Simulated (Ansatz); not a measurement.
Reference: WS₂ (P6_3/mmc), PBEsol+D3BJ with spin-orbit coupling, rigid bands (plane waves, PAW; Ansatz, a program for electronic structure); axes and stresses refer to this cell.

```xyz
6
Lattice="3.1148 0.0000 0.0000 -1.5574 2.6975 0.0000 0.0000 0.0000 11.7723" Properties=species:S:1:pos:R:3 pbc="T T T"
W      0.0000     1.7983     2.9431
W      1.5574     0.8992     8.8292
S      0.0000     1.7983     7.2571
S      1.5574     0.8992     4.5152
S      1.5574     0.8992     1.3709
S      0.0000     1.7983    10.4014
```

The band gap comes out as 0.61 eV. The Seebeck coefficient, p-type 1e19 cm⁻³ is 233 μV/K and the electron mass along x is 0.48 mₑ.

Task: Change: hydrostatic pressure 5 GPa. What happens to band gap, Seebeck coefficient, p-type 1e19 cm⁻³, electron mass along x?

Result: band gap decreases to 0.37 eV; Seebeck coefficient, p-type 1e19 cm⁻³ falls to 220 μV/K; electron mass along x decreases to 0.44 mₑ.

Masses are for dilute carriers at 300 K, harmonic means over directions unless an axis is named. Seebeck coefficients are for the stated density at 300 K, with one relaxation time for all states and whether or not that doping can be reached. Stresses and pressures are the targets of the relaxation.  The structure type is held under load, also where the real crystal would transform.

PBEsol with a dispersion correction tends to overbind, so the cell can be several per cent short, in bad cases over ten, which usually narrows a gap: WS2 (P6_3/mmc).
